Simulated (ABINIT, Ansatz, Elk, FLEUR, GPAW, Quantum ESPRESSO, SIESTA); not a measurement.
**One structure in several programs: NaTlO (P6_3mc, 6 atoms in the cell)**

Self-consistent single point.

```
CELL_PARAMETERS angstrom
      3.48439     0.00000     0.00000
     -1.74219     3.01757     0.00000
      0.00000     0.00000    11.39459
ATOMIC_POSITIONS crystal
  Na 0.66667 0.33333 0.89389
  Na 0.33333 0.66667 0.39389
  Tl 0.33333 0.66667 0.11572
  Tl 0.66667 0.33333 0.61572
  O  0.00000 0.00000 0.99040
  O  0.00000 0.00000 0.49040
```

Shared settings, as Ansatz (an electronic-structure program) writes them: kpoints.mp_grid.grid = 7 7 2; scf.occupations.method = fixed. Potentials and cutoffs stand in the table.

| code | model | largest force (eV/Å) | gap on the mesh (eV) | cutoff |
|---|---|---|---|---|
| Elk | LDA (PW92), all-electron FP-LAPW, Elk's shipped species files, default APW+lo basis | – | 0.960 | default |
| SIESTA | LDA PW92, numerical atomic orbitals DZP, PseudoDojo LDA standard norm-conserving potentials (rewritten from UPF to PSML) | 0.266 | 0.906 | grid 300 Ry |
| Ansatz | LDA (PW92), PAW files made with PBE | 0.306 | 0.986 | default |
| Quantum ESPRESSO | LDA (PZ), GBRV 1.5 ultrasoft (LDA) pseudopotentials | 0.281 | 0.988 | 40 Ry |
| FLEUR | LDA (Perdew-Zunger), all-electron FLAPW (FLEUR), scalar-relativistic valence | 0.283 | 1.000 | Kmax 4.3 1/bohr |
| ABINIT | LDA (PW92), norm-conserving pseudopotentials (PseudoDojo nc-sr-04 LDA standard) | 0.302 | 0.974 | 44 Ha |
| GPAW | LDA (Perdew-Wang 92), GPAW PAW datasets LDA (gpaw-data 1.0.1) | 0.306 | 0.962 | 950 eV |

Size of the force on each atom (eV/Å): Sizes of forces hide their directions.

```json
[
 {"code": "SIESTA", "Na1": "0.185", "Na2": "0.185", "Tl3": "0.266", "Tl4": "0.266", "O5": "0.081", "O6": "0.081"},
 {"code": "Ansatz", "Na1": "0.150", "Na2": "0.150", "Tl3": "0.306", "Tl4": "0.306", "O5": "0.156", "O6": "0.156"},
 {"code": "Quantum ESPRESSO", "Na1": "0.102", "Na2": "0.102", "Tl3": "0.281", "Tl4": "0.281", "O5": "0.180", "O6": "0.180"},
 {"code": "FLEUR", "Na1": "0.143", "Na2": "0.143", "Tl3": "0.283", "Tl4": "0.283", "O5": "0.145", "O6": "0.145"},
 {"code": "ABINIT", "Na1": "0.151", "Na2": "0.151", "Tl3": "0.302", "Tl4": "0.302", "O5": "0.151", "O6": "0.151"},
 {"code": "GPAW", "Na1": "0.105", "Na2": "0.105", "Tl3": "0.306", "Tl4": "0.306", "O5": "0.218", "O6": "0.218"}
]
```

A dash marks a value that a program does not give, or that is left out as unsure.

Gaps are read on the mesh.

On Ansatz's run: spin-orbit coupling is off.

The spread over the programs that give each value: largest force within 0.040 eV/Å; gap on the mesh within 0.094 eV.

SIESTA uses small atom-centred bases, whose incompleteness enters pressures, forces and empty levels differently from a plane-wave cutoff. Elk and FLEUR treat all electrons, but the usual bases taken here (sphere radii, linearisation, local orbitals, empty states) were not tested for convergence, so the values are no reference for the others. The same LDA comes in different parametrisations, which differ slightly. In the force vectors, SIESTA (by 0.087) lies more than 0.08 eV/Å from the median of the plane-wave programs.

The starting cell comes from a database of computed structures (which also holds hypothetical and non-ambient phases and stackings), without a prior relaxation at this level.

Left out of this page: CP2K (unsound by tests on forces, stress, charge or solver warnings).

Keys are those of Ansatz 0.2.
